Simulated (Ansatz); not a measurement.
Response to strain in Si

The reference is Si in the diamond structure (space group Fd-3m, No. 227; a = 5.444 Å).

Strains are applied to the cell and any free atomic positions relax.

Method: r2SCAN, PAW, 500 eV (Ansatz, a first-principles code; without spin-orbit coupling).

Candidates:
(a) isotropic strain +2.50 %
(b) isotropic strain +3.00 %
(c) isotropic strain +1.00 %
(d) isotropic strain +1.50 %

For the base:

Band gap: 0.78 eV

Q: Order them by band gap, lowest first.

A: (c) isotropic strain +1.00 % (0.83 eV), (d) isotropic strain +1.50 % (0.85 eV), (a) isotropic strain +2.50 % (0.89 eV), (b) isotropic strain +3.00 % (0.91 eV)

No phonon test of stability was made.
